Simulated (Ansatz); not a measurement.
Base system: K in the bcc (W type) structure (space group Im-3m, No. 229; a = 5.215 Å; relaxed with 0.1 eV smearing). Axes: x, y, z lie along the cube axes.

Method: PBEsol (Ansatz, a program for electronic structure; PAW; 420 eV plane waves; scalar-relativistic without spin-orbit coupling).

Base values:

The volume per atom comes out as 70.90 Å³.

Modification: compressive biaxial strain of 2.00 % in the plane normal to [001], as in epitaxy on a mismatched substrate; the out-of-plane cell vector and the atoms relax.

Task: What does the calculation give for the volume per atom after the change?

Result: The volume per atom shrinks by 0.09 Å³, from 70.90 Å³ to 70.81 Å³.

Task: What happens to the energy relative to the base?

Result: The energy stays essentially unchanged.

Task: Estimate the effect on the in-plane stress.

Result: The mean in-plane stress (compression positive) amounts to 0.0 GPa.

Stability against distortions was not tested.
